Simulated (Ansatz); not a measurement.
One pseudomorphic plane of X on hcp Ru (0001), continuing the host's stacking (six planes of the host, 1x1 cell of 6.41 Å², clean work function 4.98 eV). ΔE counts an X atom from its bulk element. E_seg is the energy of the plane on top less that of the same plane lying second, under one plane of the host, at equal numbers of atoms (made equal with bulk Ru); a negative value keeps X outside. χ is Pauling's electronegativity. These are constructed structures, held to the host's lattice; rows with a moment ran spin-polarised from parallel moments in the plane, the only order that a 1x1 cell holds, and a change of moment is part of their E_seg.

The numbers are results of PBE (plane waves to 420 eV, PAW; Ansatz, a first-principles code), not measurements.

```
X      χ  ΔE (eV)  Δφ (eV)  E_seg (eV)  moment of the cell, X on top / second (μB)
--  ----  -------  -------  ----------  ------------------------------------------
Ti  1.54    -0.18    -0.50        0.22                                           –
Mn  1.55     0.19    -0.64        0.32                                   3.4 / 0.0
Cr  1.66     0.50    -0.33        0.58                                   0.0 / 0.0
In  1.78     0.13    -1.32       -1.30                                           –
Cu  1.90    -0.22    -0.46       -0.94                                           –
Re  1.90     0.04     0.25        0.44                                           –
Si  1.90    -0.65     0.18        0.14                                           –
Ni  1.91    -0.08    -0.25       -0.57                                   0.3 / 0.0
Mo  2.16     0.21        ?        0.31                                           –
Os  2.20     0.12     0.36        0.16                                           –
Ir  2.20    -0.30     0.44       -0.32                                           –
Rh  2.28    -0.31     0.07       -0.46                                           –
Pt  2.28    -0.64     0.44       -0.95                                           –
W   2.36     0.39     0.29        0.40                                           –
```

Fit a straight line of Δφ against χ to the other rows and predict the withheld value for Mo.

Least squares gives Δφ = -2.75 + (1.35) × χ, with a root-mean-square miss of 0.35 eV. For Mo, χ = 2.16 gives 0.17 eV; the run gave -0.04 eV, 0.21 eV away, 0.6 times that miss. Of the pairs tried (Δφ and E_seg against χ, E_seg against ΔE) this one correlates best on the rows given.

Work function. Over these 14 rows Δφ correlates with χ at r = 0.72. It runs from -1.32 eV (In) to 0.44 eV (Ir), that is from 3.66 to 5.42 eV in all.

Place. E_seg is below −0.05 eV, so that the full plane is lower on top, for In, Cu, Ni, Ir, Rh, Pt; above 0.05 eV, so that it is lower under one plane of the host, for Ti, Mn, Cr, Re, Si, Mo, Os, W.

ΔE is negative for Ti, Cu, Si, Ni, Ir, Rh, Pt: there the strained plane on this host is lower than the bare face and X's own bulk. Alloying within the plane, relief of strain and larger cells were not tried.

Left out: 10 runs of this family that did not converge or found no flat vacuum level.
